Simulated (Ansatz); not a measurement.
**Effect of Ni → Cd on NiSi2**

The reference is NiSi2 (space group Fm-3m, No. 225; a = 5.390 Å; non-magnetic).

The change: every Ni is replaced by Cd; the structure is relaxed again.

Calculations: PBEsol/PAW in Ansatz (an electronic-structure program), spin-orbit coupling left out. Γ-centred 13×13×13 mesh, Fermi–Dirac width 0.05 eV, for the changed cell.

```tsv
quantity	base	changed	shift
volume per atom	13.05 Å³	20.45 Å³	+7.40 Å³
lattice parameter a	539.0 pm	626.1 pm	+87.1 pm
space group	Fm-3m (No. 225)	Fm-3m (No. 225)	–
shortest interatomic distance	233.4 pm	271.1 pm	+37.7 pm
band gap	zero	zero	–
```

Final structure:

```yaml
crystal:
  lattice:
    - [0.00000, 3.13039, 3.13039]
    - [3.13039, 0.00000, 3.13039]
    - [3.13039, 3.13039, 0.00000]
  atoms:
    - { symbol: Cd, position: [0.00000, 0.00000, 0.00000] }
    - { symbol: Si, position: [0.25000, 0.25000, 0.25000] }
    - { symbol: Si, position: [0.75000, 0.75000, 0.75000] }
```

Cost of the whole job for the changed cell (relaxation, final SCF and bands): around 30 core-seconds (rough).

No phonon test of stability was made. As relaxed here, CdSi2 is a hypothetical phase, not in the database extracts checked. Starting moments died away, wholly or in part, for the base; another magnetic solution may exist. The final runs are not spin-polarised.
